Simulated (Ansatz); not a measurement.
System: L1₀ (CuAu-type) TiAl. Method: PBE-D4 in Ansatz (plane waves, PAW).

Numerical settings: plane-wave cutoff 520 eV, 20×20×14 k mesh (along the axes of the cell as run), Fermi–Dirac smearing 0.05 eV, no spin polarisation, scalar-relativistic PAW data made under PBE.

Computed points:

| V (Å³/atom) | E − E_lowest (meV/atom) | P (GPa) |
|---|---|---|
| 15.209 | 10.05 | 5.26 |
| 15.526 | 2.43 | 2.50 |
| 15.843 | 0.00 | 0.00 |
| 16.160 | 2.29 | -2.27 |
| 16.477 | 8.84 | -4.33 |

Problem. Estimate the bulk modulus from the pressures at 15.526 and 16.160 Å³/atom, and compare it with a fit to all energies.

Solution. B = −V dP/dV. Between V = 15.526 and 16.160 Å³/atom, dP/dV = (-2.27 − (2.50))/(16.160 − 15.526) = -7.52 GPa per Å³/atom; at the midpoint 15.843 Å³/atom this gives B ≈ 119 GPa. The third-order Birch–Murnaghan fit gives V0 = 15.843 Å³/atom, B0 = 119 GPa, B′ = 3.9, which lies within 1 % of that estimate.

Shape and atoms are relaxed at each volume.

Note: the bulk modulus comes from volumes at which shape and atoms were relaxed.

The computed numbers hold no vibrational or temperature effects.

Ansatz is a quantum-chemistry and plane-wave program.
